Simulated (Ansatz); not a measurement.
Defect migration in beta Ga2O3: interstitial N, charge state -1. Calculation: PBE, PAW (plane waves to 420 eV; Ansatz, an electronic-structure program).

Cell of 120 host sites held at the relaxed PBE lattice; the Γ point alone; Fermi-Dirac width 0.01 eV, spin-restricted; finite-size errors left in. Static, classical nuclei. The charge state is imposed; whether it is stable for some Fermi level was not computed. Sites that were not tried may lie lower.

Barriers: single points on a 2×2×2 k-point mesh shifted by half a step at the bands' geometries (they differ from the bands' own by up to 0.12 eV, and are uncertain by about as much).

Relaxed starting cell (atoms counted from 1):

```
CELL_PARAMETERS angstrom
     12.45496     0.00000     0.00000
      0.00000     9.25026     0.00000
     -2.78275     0.00000    11.42039
ATOMIC_POSITIONS crystal
  Ga 0.08893 0.00085 0.39674
  Ga 0.09042 0.99770 0.89783
  Ga 0.09192 0.33312 0.39718
  Ga 0.09240 0.33015 0.89905
  Ga 0.08819 0.66657 0.39649
  Ga 0.08968 0.66499 0.89722
  Ga 0.40914 0.16477 0.10220
  Ga 0.40525 0.17322 0.60178
  Ga 0.40992 0.49911 0.10223
  Ga 0.40925 0.50581 0.60250
  Ga 0.40845 0.83208 0.09972
  Ga 0.41238 0.83822 0.60176
  Ga 0.15904 0.16720 0.15642
  Ga 0.15577 0.16705 0.65678
  Ga 0.15902 0.50038 0.15688
  Ga 0.15399 0.50175 0.65582
  Ga 0.15921 0.83287 0.15657
  Ga 0.15567 0.83315 0.65566
  Ga 0.33778 0.00637 0.34233
  Ga 0.34020 0.99878 0.84086
  Ga 0.34180 0.33830 0.34197
  Ga 0.33943 0.33254 0.84208
  Ga 0.34122 0.67033 0.34221
  Ga 0.33981 0.66572 0.84027
  O  0.16453 0.99957 0.05465
  O  0.16132 0.00062 0.55406
  O  0.16562 0.33278 0.05543
  O  0.16182 0.33430 0.55508
  O  0.16421 0.66640 0.05428
  O  0.16163 0.66739 0.55342
  O  0.33254 0.17345 0.44476
  O  0.33546 0.16498 0.94472
  O  0.33620 0.50503 0.44534
  O  0.33640 0.49925 0.94476
  O  0.33813 0.83792 0.44466
  O  0.33471 0.83188 0.94301
  O  0.17377 0.00161 0.28211
  O  0.17271 0.99869 0.78158
  O  0.17470 0.33534 0.28182
  O  0.17282 0.33364 0.78189
  O  0.17407 0.66838 0.28226
  O  0.17242 0.66651 0.78141
  O  0.32414 0.16997 0.21567
  O  0.32285 0.16792 0.71768
  O  0.32593 0.50182 0.21687
  O  0.32420 0.50216 0.71649
  O  0.32588 0.83369 0.21592
  O  0.32537 0.83327 0.71534
  O  0.49546 0.99814 0.12352
  O  0.49174 0.00884 0.62973
  O  0.49512 0.33170 0.12816
  O  0.49268 0.33781 0.63079
  O  0.49548 0.66618 0.12572
  O  0.49876 0.67084 0.62643
  O  0.00464 0.16812 0.36972
  O  0.00556 0.16477 0.87366
  O  0.00585 0.49783 0.36780
  O  0.00802 0.49585 0.87812
  O  0.00481 0.83441 0.36742
  O  0.00441 0.83191 0.87452
  Ga 0.58868 0.17362 0.39721
  Ga 0.58791 0.16449 0.89764
  Ga 0.59170 0.50648 0.40103
  Ga 0.58691 0.49744 0.89994
  Ga 0.57826 0.84673 0.38067
  Ga 0.58948 0.83103 0.89479
  Ga 0.91071 0.99921 0.10196
  Ga 0.90812 0.99987 0.60306
  Ga 0.91138 0.33235 0.10420
  Ga 0.90878 0.33518 0.60398
  Ga 0.91171 0.66652 0.10448
  Ga 0.89971 0.67103 0.60266
  Ga 0.65889 0.99819 0.15390
  Ga 0.65585 0.01215 0.65579
  Ga 0.65758 0.33212 0.15947
  Ga 0.65655 0.33452 0.65967
  Ga 0.65886 0.66664 0.15607
  Ga 0.66168 0.65496 0.67049
  Ga 0.84200 0.16647 0.34338
  Ga 0.84293 0.16388 0.84223
  Ga 0.84335 0.49757 0.34183
  Ga 0.84655 0.49565 0.84936
  Ga 0.84212 0.83233 0.34155
  Ga 0.84172 0.82846 0.84449
  O  0.66234 0.16655 0.05424
  O  0.66066 0.18014 0.55365
  O  0.66128 0.49766 0.05593
  O  0.66316 0.49472 0.55829
  O  0.66310 0.83202 0.05089
  O  0.72511 0.76443 0.56694
  O  0.84333 0.99965 0.44357
  O  0.83633 0.99788 0.94545
  O  0.83797 0.33259 0.44564
  O  0.83738 0.32927 0.94756
  O  0.85040 0.66319 0.43992
  O  0.83500 0.66396 0.95045
  O  0.67400 0.16726 0.28288
  O  0.67243 0.16595 0.78308
  O  0.67441 0.50111 0.28427
  O  0.67295 0.49502 0.78715
  O  0.67231 0.83348 0.27516
  O  0.67431 0.82834 0.78095
  O  0.82590 0.00032 0.21574
  O  0.82712 0.00127 0.72031
  O  0.82600 0.33297 0.21753
  O  0.82674 0.33025 0.72086
  O  0.82552 0.66633 0.21551
  O  0.83867 0.65185 0.73616
  O  0.99712 0.16575 0.12835
  O  0.99448 0.16741 0.62885
  O  0.99716 0.49908 0.12838
  O  0.99235 0.50334 0.62821
  O  0.99748 0.83342 0.12794
  O  0.99349 0.83302 0.62958
  O  0.49438 0.01560 0.35766
  O  0.50287 0.99754 0.87035
  O  0.50300 0.34096 0.37071
  O  0.50173 0.33081 0.87230
  O  0.50307 0.67080 0.36839
  O  0.50255 0.66484 0.86944
  N  0.65853 0.88564 0.53051
```
Cell charge -1.

End state 1 differs by these moves (Å; atoms that move under 0.15 Å are left out):

| atom | element | Δx | Δy | Δz |
|---|---|---|---|---|
| 61 | Ga | 0.14 | -0.12 | -0.01 |
| 65 | Ga | 0.12 | -0.13 | 0.17 |
| 68 | Ga | 0.12 | -0.13 | 0.17 |
| 72 | Ga | 0.14 | -0.12 | -0.01 |
| 78 | Ga | -0.01 | 0.10 | -0.17 |
| 79 | Ga | -0.01 | 0.10 | -0.17 |
| 86 | O | -0.16 | -0.10 | 0.06 |
| 90 | O | -0.83 | 0.63 | -0.14 |
| 91 | O | -0.83 | 0.63 | -0.14 |
| 95 | O | -0.16 | -0.10 | 0.06 |
| 97 | O | -0.11 | 0.12 | -0.23 |
| 108 | O | -0.11 | 0.12 | -0.23 |
| 114 | O | 0.11 | -0.15 | 0.13 |
| 115 | O | 0.11 | -0.15 | 0.13 |
| 121 | N | 2.44 | 0.56 | -0.71 |

Q: Predict the forward and backward barriers to end state 1 from PBE, PAW.

A: forward 0.68 eV, backward 0.68 eV; at the saddle point atom 121 has neighbours 2 Ga at 1.99; 2 O at 1.95 Å. The program found a first-order saddle point.

End state 2 differs by these moves (Å; atoms that move under 0.08 Å are left out):

```tsv
atom	element	Δx	Δy	Δz
8	Ga	0.09	-0.11	0.00
10	Ga	0.00	-0.12	0.00
12	Ga	-0.09	-0.11	0.00
19	Ga	0.00	-0.13	0.00
21	Ga	-0.01	-0.09	0.00
23	Ga	0.01	-0.09	0.00
31	O	0.07	-0.11	0.00
33	O	0.00	-0.10	0.00
35	O	-0.07	-0.11	0.00
50	O	0.00	-0.17	0.00
52	O	0.09	-0.09	-0.05
54	O	-0.09	-0.09	0.05
61	Ga	-0.08	-0.20	-0.19
63	Ga	0.00	-0.13	0.00
65	Ga	0.08	-0.20	0.19
70	Ga	-0.11	-0.07	-0.02
72	Ga	0.11	-0.07	0.02
74	Ga	0.00	-0.23	0.00
76	Ga	0.03	0.09	0.12
78	Ga	-0.03	0.09	-0.12
86	O	0.77	0.51	0.15
88	O	0.00	0.09	0.00
90	O	-0.77	0.51	-0.15
93	O	0.17	0.03	-0.07
95	O	-0.17	0.03	0.07
97	O	0.00	-0.01	-0.09
100	O	0.00	0.08	0.00
101	O	0.00	-0.01	0.09
106	O	0.11	0.16	0.17
108	O	-0.11	0.16	-0.17
115	O	0.00	-0.30	0.00
117	O	0.01	-0.12	-0.03
119	O	-0.01	-0.12	0.03
121	N	0.00	2.11	0.00
```

Q: Estimate the forward and backward barriers to end state 2 that PBE, PAW returns for this input.

A: forward 1.07 eV, backward 1.07 eV; at the saddle point atom 121 has neighbours Ga at 1.88, Ga at 2.15, Ga at 2.28; O at 1.94, O at 2.00 Å. The check of the saddle point's order was inconclusive.
